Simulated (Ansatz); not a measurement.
# Si well of 12 atomic layers along [001] in random Si0.8Ge0.2, interfaces graded over 8 layers

Prepared with LAMMPS with Tersoff's 1989 multicomponent potential (SiCGe.tersoff): minimisation. Geometry as solved with PBE, support functions at accuracy medium on the grid of 370 eV (Ansatz, an electronic-structure program).

```xyz
648
Lattice="16.58 0.00 0.00 0.00 16.58 0.00 0.00 0.00 49.46" Properties=species:S:1:pos:R:3 pbc="T T T"
Si     0.04     0.04    -0.04
Si     1.38     1.40     1.37
Si     2.74     2.80     0.03
Si     4.14     4.17     1.39
Ge     2.78     0.02     2.78
Si     4.17     1.43     4.20
Si     0.02     2.72     2.79
Ge     1.41     4.16     4.16
Si     0.00     0.02     5.59
Si     1.37     1.42     6.94
Si     2.79     2.76     5.60
Si     4.14     4.15     6.97
Ge     2.77     0.02     8.33
Si     4.18     1.41     9.73
Si     0.03     2.76     8.36
Si     1.40     4.16     9.72
Si    -0.02    -0.02    11.07
Ge     1.39     1.38    12.45
Si     2.80     2.79    11.07
Si     4.14     4.14    12.49
Si     2.79    -0.03    13.85
Si     4.18     1.35    15.18
Si     0.00     2.82    13.82
Si     1.36     4.19    15.18
Si     0.02    -0.02    16.59
Si     1.37     1.37    17.96
Ge     2.76     2.77    16.56
Si     4.15     4.19    17.94
Si     2.76    -0.02    19.30
Si     4.13     1.35    20.68
Si    -0.01     2.77    19.30
Si     1.38     4.15    20.65
Si     0.00     0.00    22.01
Si     1.38     1.39    23.37
Si     2.76     2.77    22.02
Si     4.14     4.14    23.38
Si     2.79     0.03    24.72
Si     4.15     1.39    26.11
Si     0.01     2.77    24.74
Si     1.39     4.15    26.11
Si     0.00     0.05    27.47
Si     1.39     1.40    28.84
Si     2.77     2.77    27.47
Si     4.15     4.15    28.83
Si     2.77     0.00    30.20
Si     4.14     1.39    31.56
Si     0.00     2.77    30.20
Si     1.40     4.14    31.56
Si     0.03     0.02    32.91
Si     1.39     1.38    34.30
Si     2.77     2.77    32.94
Si     4.14     4.14    34.31
Si     2.76     0.00    35.66
Si     4.14     1.36    37.03
Si     0.02     2.74    35.68
Si     1.38     4.13    37.04
Ge     0.00    -0.01    38.42
Si     1.41     1.39    39.80
Si     2.75     2.74    38.39
Ge     4.16     4.16    39.74
Si     2.76    -0.01    41.18
Si     4.13     1.33    42.58
Si    -0.03     2.72    41.14
Ge     1.37     4.08    42.55
Si    -0.02     0.00    43.94
Si     1.34     1.37    45.32
Si     2.76     2.69    43.95
Ge     4.15     4.13    45.33
Si     2.72    -0.01    46.68
Ge     4.13     1.37    48.10
Si     0.00     2.77    46.71
Si     1.38     4.15    48.08
Si     0.02     5.52     0.00
Si     1.37     6.90     1.37
Si     2.75     8.27     0.01
Ge     4.17     9.63     1.43
Si     2.79     5.57     2.75
Si     4.16     6.89     4.18
Si    -0.01     8.27     2.75
Ge     1.42     9.63     4.16
Si     0.04     5.58     5.56
Si     1.41     6.91     6.95
Si     2.81     8.25     5.58
Si     4.15     9.66     6.94
Si     2.76     5.53     8.33
Si     4.11     6.94     9.69
Si     0.01     8.27     8.33
Si     1.36     9.65     9.70
Si     0.00     5.53    11.08
Si     1.38     6.91    12.45
Si     2.74     8.30    11.08
Si     4.13     9.68    12.44
Si     2.75     5.54    13.83
Si     4.12     6.89    15.22
Si     0.00     8.29    13.82
Si     1.39     9.66    15.19
Si    -0.01     5.54    16.57
Si     1.37     6.92    17.94
Si     2.76     8.28    16.57
Si     4.14     9.67    17.93
Si     2.75     5.54    19.30
Si     4.14     6.92    20.66
Si     0.00     8.30    19.30
Si     1.38     9.67    20.66
Si     0.00     5.53    22.02
Si     1.38     6.91    23.38
Si     2.76     8.30    22.02
Si     4.15     9.68    23.38
Si     2.77     5.53    24.74
Si     4.15     6.91    26.09
Si     0.00     8.29    24.74
Si     1.38     9.67    26.10
Si     0.01     5.54    27.47
Si     1.40     6.91    28.81
Si     2.78     8.29    27.45
Si     4.14     9.67    28.83
Si     2.77     5.53    30.19
Si     4.15     6.91    31.57
Si     0.04     8.32    30.15
Si     1.38     9.67    31.57
Si     0.06     5.53    32.93
Si     1.40     6.91    34.31
Si     2.77     8.29    32.93
Si     4.14     9.68    34.29
Si     2.76     5.52    35.68
Si     4.13     6.91    37.04
Si     0.01     8.28    35.68
Si     1.37     9.67    37.04
Si     0.00     5.51    38.41
Si     1.34     6.94    39.75
Si     2.76     8.30    38.41
Si     4.13     9.69    39.77
Ge     2.74     5.58    41.17
Si     4.15     6.91    42.60
Si    -0.02     8.28    41.15
Ge     1.42     9.63    42.56
Ge    -0.01     5.54    43.97
Si     1.43     6.91    45.34
Si     2.81     8.27    43.99
Si     4.14     9.70    45.34
Si     2.76     5.53    46.74
Si     4.14     6.91    48.10
Ge     0.01     8.29    46.73
Si     1.40     9.69    48.12
Si     0.00    11.06     0.00
Ge     1.42    12.43     1.39
Si     2.77    13.85    -0.02
Si     4.16    15.16     1.38
Si     2.82    11.06     2.80
Si     4.20    12.42     4.15
Ge     0.00    13.83     2.83
Si     1.37    15.25     4.21
Ge    -0.06    11.02     5.56
Ge     1.37    12.44     6.99
Ge     2.80    13.84     5.54
Si     4.19    15.25     6.90
Si     2.75    11.00     8.33
Ge     4.13    12.42     9.72
Si    -0.03    13.84     8.38
Si     1.37    15.20     9.73
Si    -0.03    11.03    11.05
Ge     1.37    12.44    12.47
Si     2.76    13.86    11.09
Si     4.16    15.21    12.46
Si     2.78    11.03    13.85
Si     4.15    12.43    15.20
Si    -0.02    13.85    13.86
Si     1.39    15.20    15.22
Si     0.02    11.04    16.56
Si     1.39    12.43    17.93
Si     2.77    13.81    16.57
Si     4.15    15.20    17.93
Si     2.76    11.05    19.30
Si     4.15    12.44    20.66
Si     0.01    13.81    19.31
Si     1.39    15.19    20.67
Si     0.00    11.05    22.02
Si     1.38    12.43    23.38
Si     2.77    13.82    22.03
Si     4.16    15.20    23.38
Si     2.76    11.06    24.75
Si     4.15    12.43    26.12
Si    -0.03    13.80    24.71
Ge     1.38    15.20    26.10
Si     0.00    11.06    27.46
Si     1.39    12.42    28.85
Si     2.78    13.80    27.50
Si     4.15    15.20    28.83
Si     2.77    11.04    30.21
Si     4.14    12.44    31.56
Si     0.03    13.79    30.23
Si     1.39    15.20    31.56
Si     0.01    11.06    32.94
Si     1.40    12.43    34.29
Si     2.77    13.83    32.93
Si     4.13    15.22    34.28
Si     2.76    11.05    35.67
Si     4.12    12.43    37.06
Si     0.04    13.79    35.68
Si     1.41    15.18    37.02
Si    -0.02    11.04    38.41
Ge     1.38    12.46    39.80
Si     2.80    13.85    38.40
Si     4.16    15.21    39.81
Si     2.80    11.05    41.17
Si     4.17    12.41    42.54
Si    -0.02    13.87    41.18
Si     1.35    15.23    42.54
Ge     0.00    11.06    44.00
Si     1.39    12.46    45.39
Ge     2.77    13.82    43.93
Si     4.14    15.26    45.32
Si     2.77    11.06    46.73
Si     4.11    12.45    48.10
Si    -0.01    13.83    46.72
Si     1.38    15.21    48.07
Si     5.53    -0.05     0.03
Ge     6.89     1.37     1.43
Si     8.25     2.77     0.01
Ge     9.62     4.14     1.44
Si     8.33    -0.03     2.80
Si     9.69     1.36     4.15
Si     5.49     2.81     2.81
Si     6.87     4.18     4.16
Si     5.55     0.03     5.54
Si     6.89     1.38     6.96
Ge     8.28     2.77     5.54
Si     9.69     4.15     6.95
Si     8.26     0.04     8.37
Si     9.68     1.39     9.71
Si     5.53     2.76     8.32
Si     6.94     4.11     9.68
Si     5.53     0.02    11.10
Si     6.92     1.39    12.46
Si     8.31     2.76    11.09
Si     9.67     4.14    12.48
Si     8.30     0.00    13.82
Si     9.67     1.39    15.19
Si     5.54     2.76    13.83
Si     6.90     4.15    15.20
Si     5.54    -0.02    16.56
Si     6.94     1.36    17.90
Si     8.29     2.77    16.55
Si     9.67     4.13    17.93
Si     8.30    -0.01    19.30
Si     9.67     1.38    20.66
Ge     5.54     2.76    19.30
Si     6.94     4.17    20.68
Si     5.53    -0.01    22.02
Si     6.91     1.38    23.38
Si     8.30     2.77    22.03
Si     9.68     4.15    23.39
Si     8.29     0.00    24.74
Si     9.67     1.38    26.10
Si     5.53     2.77    24.74
Si     6.91     4.15    26.10
Si     5.53     0.00    27.47
Si     6.91     1.39    28.82
Si     8.29     2.77    27.46
Si     9.66     4.15    28.83
Si     8.31     0.03    30.17
Si     9.66     1.38    31.57
Si     5.53     2.77    30.20
Si     6.91     4.14    31.57
Si     5.51     0.03    32.95
Si     6.90     1.38    34.32
Si     8.27     2.75    32.94
Si     9.66     4.13    34.29
Si     8.30     0.01    35.68
Si     9.68     1.38    37.04
Si     5.52     2.76    35.68
Si     6.92     4.13    37.03
Si     5.52     0.00    38.42
Si     6.92     1.38    39.75
Si     8.30     2.76    38.41
Si     9.70     4.11    39.78
Ge     8.28    -0.03    41.15
Ge     9.70     1.40    42.59
Ge     5.55     2.74    41.21
Si     6.93     4.14    42.61
Si     5.53     0.01    43.95
Si     6.92     1.37    45.33
Si     8.28     2.78    43.99
Si     9.71     4.12    45.31
Si     8.28    -0.03    46.69
Ge     9.67     1.38    48.09
Si     5.57     2.75    46.72
Si     6.89     4.14    48.11
Si     5.52     5.53     0.02
Si     6.91     6.90     1.40
Si     8.26     8.27     0.00
Ge     9.65     9.68     1.40
Si     8.25     5.56     2.83
Si     9.65     6.91     4.20
Si     5.57     8.25     2.83
Si     6.92     9.67     4.18
Si     5.49     5.50     5.55
Ge     6.90     6.91     6.95
Si     8.31     8.32     5.56
Si     9.68     9.68     6.95
Si     8.30     5.49     8.33
Ge     9.68     6.92     9.71
Si     5.50     8.32     8.35
Si     6.89     9.67     9.72
Ge     5.53     5.52    11.07
Si     6.95     6.90    12.46
Si     8.27     8.31    11.10
Si     9.62     9.68    12.47
Si     8.29     5.51    13.84
Si     9.65     6.88    15.24
Ge     5.53     8.29    13.84
Si     6.92     9.70    15.23
Si     5.53     5.54    16.57
Si     6.91     6.92    17.93
Si     8.29     8.29    16.58
Si     9.68     9.67    17.93
Si     8.30     5.53    19.29
Si     9.68     6.91    20.65
Si     5.52     8.29    19.29
Si     6.90     9.68    20.65
Si     5.52     5.53    22.02
Si     6.91     6.91    23.38
Si     8.27     8.27    21.99
Ge     9.67     9.67    23.38
Si     8.29     5.53    24.74
Si     9.67     6.90    26.11
Si     5.53     8.30    24.74
Si     6.90     9.67    26.11
Si     5.53     5.53    27.46
Si     6.90     6.91    28.83
Si     8.29     8.29    27.47
Si     9.66     9.67    28.83
Si     8.28     5.52    30.19
Si     9.69     6.88    31.53
Si     5.52     8.29    30.19
Si     6.88     9.69    31.53
Si     5.51     5.51    32.93
Si     6.87     6.88    34.31
Ge     8.28     8.29    32.93
Si     9.69     9.71    34.30
Si     8.27     5.50    35.64
Ge     9.67     6.90    37.06
Si     5.49     8.27    35.65
Ge     6.90     9.68    37.04
Si     5.57     5.56    38.36
Si     6.91     6.90    39.77
Si     8.28     8.29    38.47
Si     9.66     9.67    39.80
Ge     8.32     5.52    41.19
Si     9.70     6.95    42.59
Ge     5.53     8.30    41.18
Si     6.94     9.70    42.56
Si     5.52     5.52    43.90
Ge     6.89     6.95    45.29
Si     8.33     8.34    43.92
Si     9.71     9.68    45.32
Ge     8.32     5.52    46.72
Si     9.67     6.96    48.08
Si     5.50     8.32    46.73
Si     6.94     9.66    48.07
Ge     5.57    11.08     0.01
Si     6.95    12.48     1.43
Si     8.31    13.83     0.02
Si     9.69    15.19     1.40
Si     8.27    11.07     2.81
Si     9.70    12.41     4.14
Si     5.54    13.82     2.77
Si     6.88    15.22     4.14
Si     5.52    11.03     5.56
Si     6.92    12.37     6.93
Ge     8.27    13.79     5.52
Ge     9.64    15.25     6.96
Si     8.28    11.03     8.33
Si     9.61    12.43     9.72
Ge     5.57    13.84     8.29
Si     6.92    15.23     9.74
Si     5.55    11.05    11.11
Si     6.91    12.44    12.47
Si     8.27    13.83    11.09
Si     9.67    15.20    12.44
Si     8.28    11.07    13.85
Si     9.67    12.43    15.20
Si     5.53    13.82    13.83
Si     6.92    15.19    15.19
Si     5.53    11.06    16.58
Si     6.91    12.45    17.93
Si     8.29    13.82    16.56
Si     9.67    15.20    17.93
Si     8.29    11.06    19.29
Si     9.67    12.45    20.65
Si     5.53    13.82    19.30
Si     6.91    15.20    20.65
Si     5.53    11.06    22.02
Si     6.90    12.45    23.39
Si     8.28    13.82    22.02
Si     9.67    15.20    23.38
Si     8.27    11.08    24.77
Si     9.67    12.44    26.11
Si     5.52    13.82    24.75
Si     6.91    15.20    26.10
Si     5.53    11.04    27.48
Si     6.91    12.43    28.82
Si     8.29    13.82    27.47
Si     9.67    15.20    28.82
Si     8.29    11.06    30.19
Si     9.68    12.44    31.56
Si     5.51    13.80    30.18
Ge     6.91    15.21    31.56
Si     5.52    11.06    32.92
Si     6.93    12.42    34.27
Si     8.32    13.81    32.95
Si     9.67    15.20    34.32
Si     8.31    11.08    35.65
Si     9.67    12.45    37.03
Ge     5.54    13.82    35.67
Si     6.94    15.23    37.08
Si     5.50    11.09    38.44
Si     6.91    12.45    39.79
Si     8.30    13.82    38.42
Si     9.71    15.18    39.77
Si     8.28    11.06    41.15
Ge     9.68    12.46    42.55
Si     5.53    13.82    41.18
Si     6.88    15.19    42.59
Si     5.52    11.03    43.92
Ge     6.93    12.41    45.32
Si     8.29    13.86    43.94
Si     9.67    15.20    45.33
Si     8.34    11.02    46.72
Si     9.68    12.44    48.10
Ge     5.51    13.85    46.73
Si     6.94    15.21    48.12
Si    11.08    -0.03     0.03
Si    12.41     1.41     1.37
Si    13.80     2.73    -0.03
Ge    15.21     4.10     1.39
Ge    13.81     0.05     2.77
Si    15.24     1.37     4.19
Si    11.05     2.74     2.79
Si    12.38     4.13     4.19
Si    11.04     0.04     5.57
Si    12.42     1.35     6.97
Ge    13.81     2.75     5.57
Ge    15.23     4.20     6.98
Si    13.82     0.00     8.35
Si    15.21     1.38     9.71
Si    11.04     2.74     8.31
Ge    12.44     4.14     9.70
Si    11.06     0.01    11.08
Si    12.43     1.40    12.44
Si    13.85     2.75    11.09
Si    15.20     4.16    12.45
Si    13.81     0.01    13.77
Ge    15.20     1.39    15.20
Si    11.06     2.76    13.83
Si    12.43     4.16    15.20
Si    11.02     0.04    16.59
Si    12.43     1.39    17.95
Si    13.79     2.79    16.59
Si    15.20     4.16    17.93
Si    13.82     0.01    19.30
Si    15.20     1.39    20.66
Si    11.05     2.77    19.31
Si    12.44     4.15    20.66
Si    11.06     0.00    22.02
Si    12.44     1.38    23.38
Si    13.82     2.77    22.02
Si    15.21     4.15    23.38
Si    13.82     0.00    24.73
Si    15.20     1.39    26.09
Si    11.06     2.76    24.75
Si    12.44     4.15    26.11
Si    11.03    -0.03    27.43
Ge    12.43     1.38    28.83
Si    13.84     2.78    27.44
Si    15.21     4.15    28.82
Si    13.81    -0.01    30.25
Si    15.21     1.38    31.57
Si    11.02     2.78    30.22
Si    12.43     4.13    31.55
Si    11.04    -0.01    32.94
Si    12.42     1.39    34.30
Si    13.79     2.74    32.91
Ge    15.20     4.14    34.30
Si    13.79     0.03    35.68
Si    15.18     1.40    37.03
Si    11.05     2.77    35.67
Si    12.44     4.13    37.06
Si    11.06     0.01    38.42
Si    12.45     1.38    39.80
Si    13.82     2.76    38.42
Si    15.19     4.14    39.79
Si    13.80    -0.01    41.19
Si    15.21     1.35    42.53
Si    11.09     2.78    41.16
Si    12.43     4.18    42.54
Si    11.07    -0.02    43.98
Si    12.44     1.34    45.35
Ge    13.82     2.75    43.94
Si    15.19     4.15    45.37
Si    13.83    -0.02    46.72
Si    15.20     1.38    48.07
Si    11.09     2.76    46.67
Si    12.46     4.11    48.05
Ge    11.05     5.52    -0.02
Ge    12.42     6.94     1.43
Ge    13.84     8.34    -0.01
Si    15.24     9.71     1.41
Ge    13.83     5.52     2.86
Si    15.24     6.94     4.21
Si    11.01     8.28     2.83
Ge    12.44     9.68     4.18
Si    11.04     5.53     5.57
Si    12.44     6.91     6.92
Si    13.84     8.27     5.58
Si    15.17     9.63     6.99
Si    13.81     5.59     8.34
Si    15.22     6.92     9.71
Si    11.09     8.31     8.28
Si    12.46     9.64     9.69
Si    11.06     5.52    11.13
Si    12.47     6.89    12.45
Si    13.83     8.28    11.08
Si    15.19     9.67    12.45
Si    13.83     5.52    13.83
Si    15.20     6.92    15.19
Ge    11.05     8.28    13.84
Si    12.46     9.70    15.22
Si    11.05     5.52    16.58
Si    12.44     6.91    17.93
Si    13.82     8.30    16.57
Si    15.21     9.67    17.92
Si    13.82     5.53    19.30
Si    15.20     6.91    20.66
Si    11.06     8.29    19.29
Si    12.45     9.67    20.66
Si    11.06     5.53    22.02
Si    12.44     6.90    23.39
Si    13.82     8.29    22.03
Si    15.20     9.67    23.38
Si    13.83     5.53    24.74
Si    15.21     6.91    26.10
Si    11.08     8.27    24.77
Si    12.44     9.67    26.11
Si    11.05     5.52    27.47
Si    12.44     6.91    28.82
Si    13.83     8.29    27.47
Si    15.21     9.68    28.82
Si    13.80     5.50    30.16
Ge    15.24     6.90    31.52
Si    11.06     8.29    30.19
Si    12.41     9.71    31.53
Si    11.03     5.49    32.91
Ge    12.41     6.89    34.33
Ge    13.83     8.34    32.93
Si    15.23     9.71    34.34
Si    13.82     5.51    35.72
Si    15.22     6.89    37.04
Si    11.04     8.34    35.68
Si    12.42     9.71    37.03
Si    11.08     5.50    38.44
Si    12.42     6.89    39.83
Ge    13.81     8.29    38.43
Si    15.21     9.69    39.82
Si    13.82     5.52    41.17
Si    15.20     6.91    42.52
Si    11.05     8.30    41.18
Si    12.41     9.70    42.54
Si    11.06     5.53    43.94
Si    12.42     6.87    45.35
Ge    13.79     8.28    43.94
Si    15.16     9.68    45.36
Si    13.82     5.52    46.72
Si    15.20     6.86    48.10
Si    11.06     8.30    46.70
Si    12.42     9.71    48.05
Si    11.07    11.07    -0.01
Si    12.44    12.43     1.37
Si    13.80    13.79    -0.04
Ge    15.20    15.21     1.32
Si    13.82    11.07     2.75
Si    15.16    12.41     4.16
Si    11.04    13.77     2.74
Ge    12.38    15.19     4.17
Si    11.04    11.07     5.58
Si    12.43    12.38     6.98
Ge    13.83    13.80     5.61
Si    15.22    15.23     6.99
Si    13.82    11.03     8.34
Si    15.18    12.43     9.71
Ge    11.07    13.81     8.37
Si    12.47    15.22     9.75
Ge    11.05    11.04    11.08
Si    12.45    12.45    12.48
Si    13.83    13.81    11.10
Si    15.20    15.20    12.45
Si    13.83    11.06    13.83
Si    15.23    12.41    15.19
Si    11.02    13.80    13.80
Ge    12.41    15.22    15.18
Si    11.05    11.06    16.57
Si    12.41    12.41    17.97
Ge    13.84    13.79    16.60
Si    15.23    15.22    17.97
Si    13.83    11.04    19.30
Si    15.20    12.43    20.66
Si    11.05    13.83    19.30
Si    12.43    15.21    20.65
Si    11.08    11.08    21.99
Si    12.44    12.44    23.37
Si    13.82    13.82    22.01
Si    15.20    15.21    23.36
Si    13.81    11.04    24.74
Si    15.19    12.43    26.09
Si    11.05    13.81    24.73
Si    12.43    15.19    26.08
Si    11.05    11.05    27.47
Si    12.43    12.44    28.82
Si    13.79    13.80    27.43
Ge    15.20    15.19    28.84
Si    13.82    11.07    30.18
Si    15.20    12.42    31.57
Si    11.06    13.83    30.19
Si    12.42    15.20    31.58
Si    11.06    11.08    32.92
Si    12.44    12.44    34.30
Si    13.80    13.80    32.92
Ge    15.21    15.20    34.31
Si    13.82    11.08    35.68
Si    15.21    12.44    37.05
Si    11.07    13.83    35.68
Si    12.44    15.22    37.05
Si    11.01    11.04    38.40
Ge    12.44    12.44    39.77
Si    13.84    13.84    38.39
Si    15.17    15.20    39.81
Si    13.81    11.03    41.18
Ge    15.17    12.47    42.56
Si    11.08    13.87    41.17
Si    12.43    15.22    42.58
Si    11.08    11.06    43.95
Si    12.43    12.46    45.33
Si    13.78    13.86    43.97
Si    15.20    15.20    45.33
Si    13.80    11.08    46.70
Si    15.20    12.43    48.08
Si    11.04    13.82    46.71
Si    12.43    15.19    48.08
```
